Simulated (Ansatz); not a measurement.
# ZrTa (model structure, Pmma, No. 51, 4 atoms in the cell): properties by level of theory

```tsv
level (code)	bulk modulus B0 (GPa)	cohesive energy (eV/atom)
LDA (Ansatz)	135	___
PBE (Ansatz)	___	7.01
PBEsol (Ansatz)	___	7.72
```

**Question.** Some entries are withheld; supply them.

**Answer.** 
- LDA (Ansatz, a first-principles code), cohesive energy (eV/atom): 8.35
- PBE (Ansatz), bulk modulus B0 (GPa): 119
- PBEsol (Ansatz), bulk modulus B0 (GPa): 128

Caveats: the bulk modulus is −V dP/dV from two relaxed cells at ±2 % in volume (LDA, PBE, PBEsol). Ansatz's density-functional and Hartree–Fock values are scalar-relativistic unless marked +SOC, with PAW data made under PBE.

Unless a cell is named, each level is at its own relaxed cell (LDA 19.31, PBE 20.71, PBEsol 19.89 Å³/atom).

Free atoms are spin-polarised, in the lowest state found; at levels without +SOC their spin–orbit coupling is left out.

The computed numbers hold no vibrational or temperature effects.

A model structure was made by putting elements into a prototype or built by hand; it is no filed structure, need not be a known phase, and can be a saddle point held by its symmetry.
